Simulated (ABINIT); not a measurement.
Pressure against volume in In (space group 139) (ABINIT, PBE)

```
In
1.0
   -1.59611     1.59611     2.43099
    1.59611    -1.59611     2.43099
    1.59611     1.59611    -2.43099
In
1
Direct
  0.00000   0.00000   0.00000
```

Computed with PBE, norm-conserving pseudopotentials (PseudoDojo nc-sr-05 PBE standard) (plane waves; ABINIT). Settings: pseudos = [In.upf]; ecut = 92 Ry; occopt = 3; tsmear = 0.00183747 Ha; ngkpt = 18 18 18; nshiftk = 1; shiftk = 0 0 0; potentials = PseudoDojo nc-sr-05 PBE standard; nband = 12; kptopt = 1; nstep = 50; tolvrs = 1e-10. The cell above is the first row's. The rows scale it uniformly. In all rows the k mesh is held.

| V (Å^3/atom) | P (GPa) |
|---|---|
| 24.7723 | 4.69 |
| 25.3109 | 3.51 |
| 25.8494 | 2.47 |
| 26.3879 | 1.56 |
| 26.9265 | 0.74 |
| 27.4650 | 0.02 |
| 28.0035 | -0.63 |
| 28.5420 | -1.21 |
| 29.0806 | ? |

Task: Using a cubic, estimate the missing P at V = 29.0806 from the other rows, showing the fit.

Result: With u = V - 26.7, the rows have u = -1.9277, -1.3891, -0.8506, -0.3121, 0.2265, 0.7650, 1.3035, 1.8420. Least squares gives P = 1.071 - 1.4938·u + 0.1677·u² - 0.01600·u³. Residuals (row less fit): 0.002, -0.003, -0.003, 0.006, -0.001, 0.001, -0.003, 0.002; standard error 0.004 (degrees of freedom: 4). The fitted pressure is zero at V0 = 27.48, where dP/dV = -1.261, so B0 = -V0·dP/dV = 34.7 GPa. At the withheld row, u = 2.3806, so P = 1.071 - 1.4938 × 2.3806 + 0.1677 × 2.3806² - 0.01600 × 2.3806³ = -1.751 GPa. The calculation gives -1.72 GPa, 0.031 GPa above the prediction (0.5 % of the range of P in the table). The row lies outside the fitted rows, so this is an extrapolation. From the scatter of the fitted rows alone, a prediction at this place has a standard error of 0.011 GPa, so the miss is 2.8 times that.

Carrying the step between the two nearest rows on in a straight line would have given -1.79, off by 0.07; series whose last step already gives the withheld value aren't shown. The scan was laid around a cell of about the measured size, scaled by a guess for this functional; axis ratios and inner coordinates come from that cell. The shape of the cell and the inner coordinates aren't relaxed, so V0 and B0 belong to this uniform scaling; a relaxed crystal lies no higher in energy and is usually softer. Cutoffs and mesh are single choices, not tested for convergence of this quantity. Series with a scatter that would blur these digits, or in which a gap closes, are not shown.
